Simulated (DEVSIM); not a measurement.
Structure: abrupt GaAs n-p junction, at 350 K.

Layer 1 from the left is GaAs, thickness (μm) 45.0, Nd (cm⁻³) 9.4e16, τn (s) 1.2e-8, τp (s) 1.2e-8. Layer 2 from the left is GaAs, thickness (μm) 30.0, Na (cm⁻³) 1.5e14, τn (s) 1.2e-8, τp (s) 1.2e-8.

Left contact: ohmic. Right contact: ohmic. Voltage is applied to the left contact. Recombination: SRH at mid-gap. Mobility is μmin + (μ − μmin)/(1 + (N/Nref)^α).

Constants are typed, rounded textbook-type inputs, not results; the design itself was drawn at random and stands for no fabricated device. Values at 300 K; Nc and Nv go as T^1.5, mobilities as T to minus their exponent, the gap by Varshni's rule with the affinity fixed.

GaAs: gap (eV) 1.424, affinity (eV) 4.07, permittivity 12.9, Nc (cm⁻³) 4.7e17, Nv (cm⁻³) 9e18, μn (cm²/Vs) 8500, μp (cm²/Vs) 400, μn,min 500, μp,min 20, Nref,n 6e16, Nref,p 1.5e17, αn 0.39, αp 0.38, T exponent of μn 2.1, T exponent of μp 2.2, Varshni α (eV/K) 0.000541, Varshni β (K) 204.

### Question
Estimate by hand the built-in potential, the peak field at zero bias, the capacitance at 6 V, and compare with a numerical solution.

### Answer

- Built-in potential: ni = √(Nc Nv) exp(−Eg/2kT) = 2.12e8 cm⁻³ with Eg = 1.401 eV; Vbi = kT/q ln(Na Nd/ni²) = 1.007 V; numerical 1.007 V.
- Peak field at zero bias: depletion approximation: W = √(2εVbi/(qN)) = 3.10 μm with N = 1.50e14 cm⁻³; field = 2Vbi/W = 6500 V/cm; numerical 17800 V/cm (estimate below by 64 %).
- Capacitance at 6 V: C = √(qεN / 2(Vbi + |V|)) = 1.40 nF/cm²; numerical 1.41 nF/cm² (estimate below by 0.64 %).

Simulated with DEVSIM: 1D drift-diffusion, Boltzmann statistics, complete ionisation; no tunnelling, impact ionisation, image-force lowering or self-heating.
